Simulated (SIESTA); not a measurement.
## Worked example: self-consistent single point of LuSi2Os2 (I4mm, 5 atoms in the cell) in SIESTA

Computed with GGA PBEsol, numerical atomic orbitals TZP, PseudoDojo PBEsol standard norm-conserving potentials (rewritten from UPF to PSML) (SIESTA).

This input was run:

```
# files in the folder: Lu.psml Si.psml Os.psml (PseudoDojo PBEsol standard)
SystemName  Lu(SiOs)2
SystemLabel lu(sios)2

NumberOfAtoms                5
NumberOfSpecies              3
%block ChemicalSpeciesLabel
  1 71 Lu
  2 14 Si
  3 76 Os
%endblock ChemicalSpeciesLabel
LatticeConstant              1.0 Ang
%block LatticeVectors
    -2.084294000    2.084294000    4.728824000
     2.084294000   -2.084294000    4.728824000
     2.084294000    2.084294000   -4.728824000
%endblock LatticeVectors
AtomicCoordinatesFormat      Ang
%block AtomicCoordinatesAndAtomicSpecies
     0.000000000   -0.000000000    0.050002585  1
     0.000000000   -0.000000000    5.940821591  2
    -0.000000000    0.000000000    3.516826409  2
     0.000000000    2.084294000    2.364412000  3
     2.084294000    0.000000000    2.364412000  3
%endblock AtomicCoordinatesAndAtomicSpecies

XC.functional                GGA
XC.authors                   PBEsol
PAO.BasisSize                TZP
PAO.EnergyShift              0.01 Ry
MeshCutoff                   400 Ry
%block kgrid.MonkhorstPack
    5   0   0  0.0
    0   5   0  0.0
    0   0   5  0.0
%endblock kgrid.MonkhorstPack
OccupationFunction           MP
OccupationMPOrder            0
ElectronicTemperature        0.1 eV

MaxSCFIterations             150
SCF.Mixer.Method             Pulay
SCF.Mixer.Weight             0.2
SCF.Mixer.History            8
SCF.DM.Tolerance             1.0E-04
Diag.ParallelOverK           true
WriteForces                  true
```

The program printed (abridged):

```
reinit: Reading from file input.fdf

reinit: System Name: Lu(SiOs)2
reinit: System Label: lu(sios)2

coor:   Atomic-coordinates input format  =     Cartesian coordinates
coor:                                          (in Angstroms)

siesta: Atomic coordinates (Bohr) and species
siesta:      0.00000  -0.00000   0.09449  1        1
siesta:      0.00000  -0.00000  11.22653  2        2
siesta:     -0.00000   0.00000   6.64584  2        3
siesta:      0.00000   3.93874   4.46809  3        4
siesta:      3.93874   0.00000   4.46809  3        5

siesta: System type = bulk

initatomlists: Number of atoms, orbitals, and projectors:      5   130   132

siesta: ******************** Simulation parameters ****************************
redata: Spin configuration                          = none
redata: Time-Reversal Symmetry                      = T
redata: Number of Atomic Species                    =        3
redata: Mesh Cutoff                                 =   400.0000 Ry
redata: Net charge of the system                    =     0.0000 |e|
redata: Min. number of SCF Iter                     =        0
redata: Max. number of SCF Iter                     =      150
redata: SCF convergence failure will abort job
redata: SCF mix quantity                            = Hamiltonian
redata: Mix DM or H after convergence               =   F
redata: Recompute H after scf cycle                 =   F
redata: Mix DM in first SCF step                    =   T
redata: No kicks to SCF
redata: DM Mixing Weight for Kicks                  =     0.5000
redata: Require Harris convergence for SCF          =   F
redata: Harris energy tolerance for SCF             =     0.000100 eV
redata: Require DM convergence for SCF              =   T
redata: DM tolerance for SCF                        =     0.000100
redata: Require EDM convergence for SCF             =   F
redata: EDM tolerance for SCF                       =     0.001000 eV
redata: Require H convergence for SCF               =   T
redata: Hamiltonian tolerance for SCF               =     0.001000 eV
redata: Require (free) Energy convergence for SCF   =   F
redata: (free) Energy tolerance for SCF             =     0.000100 eV
redata: Using DFT-D3 dispersion                     =   F
redata: Using Saved Data (generic)                  =   F
redata: Method of Calculation                       = Diagonalization
redata: Electronic Temperature                      =  1160.4518 K
redata: Number of TDED substeps                     =        3
redata: Dynamics option                             = Single-point calculation
redata: Save all siesta data in one NC              =   F
redata: ***********************************************************************

%block SCF.Mixers
  Pulay
%endblock SCF.Mixers

%block SCF.Mixer.Pulay
  # Mixing method
  method pulay
  variant stable

  # Mixing options
  weight 0.2000
  weight.linear 0.2000
  history 8
%endblock SCF.Mixer.Pulay

DM_history_depth set to one: no extrapolation allowed by default for geometry relaxation
Size of DM history Fstack: 1
Total number of electrons:    65.000000
Total ionic charge:    65.000000

* ProcessorY, Blocksize:    1  64

* Orbital distribution balance (max,min):   130   130

 Kpoints in:           75 . Kpoints trimmed:           63

siesta: k-grid: Number of k-points = 63
siesta: k-points from Monkhorst-Pack grid
siesta: k-cutoff (effective) =    10.421 Ang
siesta: k-point supercell and displacements
siesta: k-grid:     5     0     0      0.000
siesta: k-grid:     0     5     0      0.000
siesta: k-grid:     0     0     5      0.000

diag: Algorithm                                     = D&C
diag: Parallel over k                               =   F
diag: Use parallel 2D distribution                  =   F
diag: Parallel block-size                           = 64
diag: Parallel distribution                         =     1 x     1
diag: Used triangular part                          = Lower
diag: Absolute tolerance                            =  0.100E-15
diag: Orthogonalization factor                      =  0.100E-05
diag: Memory factor                                 =  1.0000

superc: Internal auxiliary supercell:     7 x     7 x     7  =     343
superc: Number of atoms, orbitals, and projectors:   1715  44590  45276

                        Single-point calculation

superc: Internal auxiliary supercell:     7 x     7 x     7  =     343
superc: Number of atoms, orbitals, and projectors:   1715  44590  45276

outcell: Unit cell vectors (Ang):
       -2.084294    2.084294    4.728824
        2.084294   -2.084294    4.728824
        2.084294    2.084294   -4.728824

outcell: Cell vector modules (Ang)   :    5.572283    5.572283    5.572283
outcell: Cell angles (23,13,12) (deg):    136.0692    136.0692     63.8734
outcell: Cell volume (Ang**3)        :     82.1734
new_DM -- step:     1
Initializing Density Matrix...

Attempting to read DM from file... Failed...
DM filled with atomic data:

InitMesh: MESH = 60 x 60 x 50 = 180000
InitMesh: Mesh cutoff (required, used) =   400.000   476.746 Ry

stepf: Methfessel-Paxton step function
       Using Hermite-Gauss polynomials of order  0

        iscf     Eharris(eV)        E_KS(eV)     FreeEng(eV)     dDmax    Ef(eV) dHmax(eV)
   scf:    1   -12394.063530   -12432.642622   -12432.664156  2.028405 -3.531555 10.760373
   scf:    2   -12445.623727   -12441.264299   -12441.280980  0.548385 -4.144512  5.544640
   scf:    3   -12442.565790   -12442.014096   -12442.030288  0.172907 -4.307419  2.157661
   scf:    4   -12442.245261   -12442.159828   -12442.175177  0.085434 -4.405770  0.322137
   scf:    5   -12442.174728   -12442.170000   -12442.186077  0.021876 -4.430508  0.114044
   scf:    6   -12442.171167   -12442.170734   -12442.186653  0.002339 -4.429222  0.037503
   scf:    7   -12442.171414   -12442.171124   -12442.187069  0.003707 -4.429128  0.033026
   scf:    8   -12442.171330   -12442.171252   -12442.187120  0.001578 -4.429972  0.018059
   scf:    9   -12442.171273   -12442.171263   -12442.187126  0.000585 -4.430015  0.003465
   scf:   10   -12442.171245   -12442.171255   -12442.187127  0.000116 -4.430153  0.003262
   scf:   11   -12442.171257   -12442.171256   -12442.187127  0.000168 -4.430205  0.000198
   scf:   12   -12442.171257   -12442.171257   -12442.187127  0.000016 -4.430211  0.000051

SCF Convergence by DM+H criterion
max |DM_out - DM_in|         :     0.0000164324
max |H_out - H_in|      (eV) :     0.0000507121
SCF cycle converged after 12 iterations

Using DM_out to compute the final energy and forces

siesta: E_KS(eV) =           -12442.1713

siesta: E_KS - E_eggbox =    -12442.1713

siesta: Atomic forces (eV/Ang):
     1    0.000789    0.000789   -0.251055
     2   -0.000637   -0.000637   -0.030091
     3    0.000624    0.000624    0.106161
     4   -0.001185    0.002896    0.089164
     5    0.002896   -0.001185    0.089164
   Tot    0.002487    0.002487    0.003343
   Max    0.251055
   Res    0.077943    sqrt( Sum f_i^2 / 3N )
   Max    0.251055    constrained

Stress tensor Voigt[x,y,z,yz,xz,xy] (kbar):       52.16       52.16       38.21        0.31        0.31        0.51
(Free)E + p*V (eV/cell)   -12444.6237
Target enthalpy (eV/cell)   -12442.1871

siesta: Program's energy decomposition (eV):
siesta: Ebs     =     -1597.349687
siesta: Eions   =     17053.646551
siesta: Ena     =      2046.093610
siesta: Ekin    =      5827.186213
siesta: Enl     =     -1152.326936
siesta: Eso     =         0.000000
siesta: Edftu   =         0.000000
siesta: DEna    =        98.490752
siesta: DUscf   =         2.440211
siesta: DUext   =         0.000000
siesta: Ex      =     -2063.304294
siesta: Ec      =      -147.104261
siesta: Exc     =     -2210.408555
siesta: Eharris =    -12442.171257
siesta: Etot    =    -12442.171257
siesta: FreeEng =    -12442.187127

siesta: Atomic forces (eV/Ang):
siesta:      1    0.000789    0.000789   -0.251055
siesta:      2   -0.000637   -0.000637   -0.030091
siesta:      3    0.000624    0.000624    0.106161
siesta:      4   -0.001185    0.002896    0.089164
siesta:      5    0.002896   -0.001185    0.089164
siesta: ----------------------------------------
siesta:    Tot    0.002487    0.002487    0.003343

siesta: Stress tensor (static) (eV/Ang**3):
siesta:     0.032554    0.000318    0.000194
siesta:     0.000318    0.032554    0.000194
siesta:     0.000194    0.000194    0.023847

siesta: Cell volume =         82.173370 Ang**3

siesta: Pressure (static):
siesta:                Solid            Molecule  Units
siesta:          -0.00032295         -0.00034964  Ry/Bohr**3
siesta:          -0.02965201         -0.03210273  eV/Ang**3
siesta:         -47.50775407        -51.43425149  kBar
```

The run converged in 12 iterations.

The starting cell comes from a database of computed structures (which also holds hypothetical and non-ambient phases and stackings), without a prior relaxation at this level. Its lattice was rescaled by up to half a per cent. One atom was moved a little off its site on purpose. Spin polarisation is off. Values carry the incompleteness of an atom-centred basis. With a pressure of about -5 GPa the cell is away from its equilibrium volume at this level.

Cost on one core of a shared machine: roughly 7 min.
